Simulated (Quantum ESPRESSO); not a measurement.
Input and output of a self-consistent single point for BaNiS₂ (P4/nmm, 8 atoms in the cell) (Quantum ESPRESSO).

Computed with LDA (PZ), PSlibrary ultrasoft (LDA) pseudopotentials (plane waves; Quantum ESPRESSO).

The change in words: lattice scaled by 0.98. Reference geometry:
```
CELL_PARAMETERS angstrom
      4.32851     0.00000     0.00000
      0.00000     4.32851     0.00000
      0.00000     0.00000     8.78504
ATOMIC_POSITIONS crystal
  Ba 0.00000 0.50000 0.19784
  Ba 0.50000 0.00000 0.80216
  Ni 0.50000 0.00000 0.41493
  Ni 0.00000 0.50000 0.58507
  S  0.50000 0.50000 0.50000
  S  0.00000 0.00000 0.50000
  S  0.50000 0.00000 0.15764
  S  0.00000 0.50000 0.84236
```

Reference input (self-consistent single point, DFT, LDA (PZ), plane waves, PSlibrary ultrasoft (LDA) pseudopotentials): ecutwfc = 50 Ry; ecutrho = 300 Ry; occupations = smearing; smearing = fd; degauss = 0.0036749 Ry; K_POINTS = automatic 6 6 3 0 0 0; conv_thr = 1e-10 Ry. This run's input differs from it in these lines:

```diff
@@ -10,4 +10,4 @@
   ibrav = 6
-  celldm(1) = 8.1797040969
-  celldm(3) = 2.029575283706
+  celldm(1) = 8.0161105063
+  celldm(3) = 2.029575126304
   nat = 8
```

The program printed (abridged):

```
     Self-consistent Calculation

     iteration #  1     ecut=    50.00 Ry     beta= 0.70

     negative rho (up, down):  1.109E-03 0.000E+00

     total energy              =    -410.35834170 Ry
     estimated scf accuracy    <       0.72611761 Ry

     iteration #  2     ecut=    50.00 Ry     beta= 0.70

     total energy              =    -408.13572950 Ry
     estimated scf accuracy    <    3780.14135800 Ry

     iteration #  3     ecut=    50.00 Ry     beta= 0.70

     total energy              =    -408.85208488 Ry
     estimated scf accuracy    <     450.52559502 Ry

   [... 31 blocks of this kind left out ...]

     iteration # 35     ecut=    50.00 Ry     beta= 0.70

     total energy              =    -410.85929355 Ry
     estimated scf accuracy    <          1.6E-10 Ry

     iteration # 36     ecut=    50.00 Ry     beta= 0.70
     End of self-consistent calculation

     the Fermi energy is    10.0195 ev

!    total energy              =    -410.85929355 Ry
     estimated scf accuracy    <          6.8E-11 Ry
     smearing contrib. (-TS)   =      -0.00231297 Ry
     internal energy E=F+TS    =    -410.85698058 Ry

     convergence has been achieved in  36 iterations

     Forces acting on atoms (cartesian axes, Ry/au):

     atom    1 type  1   force =     0.00000000    0.00000000    0.00465865
     atom    2 type  1   force =     0.00000000    0.00000000   -0.00465865
     atom    3 type  2   force =     0.00000000    0.00000000   -0.00666919
     atom    4 type  2   force =     0.00000000    0.00000000    0.00666919
     atom    5 type  3   force =     0.00000000    0.00000000   -0.00000000
   [... lines left out ...]

     Total force =     0.024238     Total SCF correction =     0.000002

          total   stress  (Ry/bohr**3)                   (kbar)     P=       39.95
   0.00031155   0.00000000   0.00000000           45.83        0.00        0.00
   0.00000000   0.00031155   0.00000000            0.00       45.83        0.00
   0.00000000   0.00000000   0.00019172            0.00        0.00       28.20

   JOB DONE.
```

The run converged in 36 iterations. Against the reference run the free energy rises by 9.5 meV/atom, the pressure goes from -1.62 to 4.00 GPa and the largest force goes from 0.098 to 0.388 eV/Å.

The starting cell comes from a database of computed structures (which also holds hypothetical and non-ambient phases and stackings), without a prior relaxation at this level. Its lattice was rescaled by a random factor within 2.5 % of one. For this run, on top of that: lattice scaled by 0.98. Spin polarisation is off, so a magnetic state, if there is one, cannot be reached. With a pressure of about 4 GPa the cell is away from its equilibrium volume at this level.

Cost on one core of a shared machine: roughly 8 min.
